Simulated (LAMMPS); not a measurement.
System: a melt of Al (fcc) with 75 % of Al sites Co, 2048 atoms, cooled from 2180 K to 300 K at 1e+14 K/s, at zero pressure.

Level of theory: classical MD, pair style eam/alloy, file CoAl.eam.alloy, run in LAMMPS.

```yaml
state_found: glass
density: 7.27 g/cm³ (one sample)
volume_per_atom: 11.6 Å³/atom (one sample)
enthalpy_per_atom: -4.338 eV/atom (one sample)
first peak of g(r), Al-Co: 2.46 Å, height 5.6
coordination number of Al by Co: 10.7 (counted to 3.22 Å)
coordination number of Co by Al: 3.57 (counted to 3.22 Å)
first peak of g(r), Co-Co: 2.47 Å, height 4.8
coordination number of Co by Co: 9.2 (counted to 3.26 Å)
first peak of g(r), Al-Al: 2.79 Å, height 1.8
coordination number of Al by Al: 1.94 (counted to 3.26 Å)
most common Al-Co-Co angle: at the 3° bin centred on 58.5°, after smoothing over three bins (mean of all 94°)
most common Co-Co-Co angle: at the 3° bin centred on 58.5°, after smoothing over three bins (mean of all 97°)
most common Al-Co-Al angle: at the 3° bin centred on 109.5°, after smoothing over three bins (mean of all 104°)
mean frequency of the vibrational (phonon) density of states: 6.3 THz
cost: very roughly 2.0 core-minutes
```

Potential: file CoAl.eam.alloy of the LAMMPS distribution; its header cites Vailhe and Farkas, J Mater Res, 12, 2559 (1997).

```
q (1/Å)  number structure factor
-------  -----------------------
0.6800                     0.008
0.8800                     0.022
1.080                      0.011
1.280                      0.010
1.480                      0.028
1.680                      0.018
1.880                      0.014
2.080                      0.064
2.280                      0.075
2.480                      0.166
2.680                      0.816
2.880                       2.03
3.080                       2.86
3.280                       2.51
3.480                       1.46
3.680                      0.687
3.880                      0.456
4.080                      0.433
4.280                      0.427
4.480                      0.473
4.680                      0.594
4.880                      0.797
5.080                       1.09
5.280                       1.36
5.480                       1.47
5.680                       1.41
5.880                       1.30
6.080                       1.18
6.280                       1.03
6.480                      0.857
6.680                      0.718
6.880                      0.665
7.080                      0.696
7.280                      0.789
7.480                      0.932
7.680                       1.09
7.880                       1.22
8.080                       1.26
8.280                       1.22
8.480                       1.14
8.680                       1.04
8.880                      0.966
9.080                      0.909
9.280                      0.870
9.480                      0.849
9.680                      0.857
9.880                      0.899
10.08                      0.968
10.28                       1.05
10.48                       1.11
10.68                       1.14
10.88                       1.12
11.08                       1.08
11.28                       1.03
11.48                      0.976
11.68                      0.938
11.88                      0.919
```
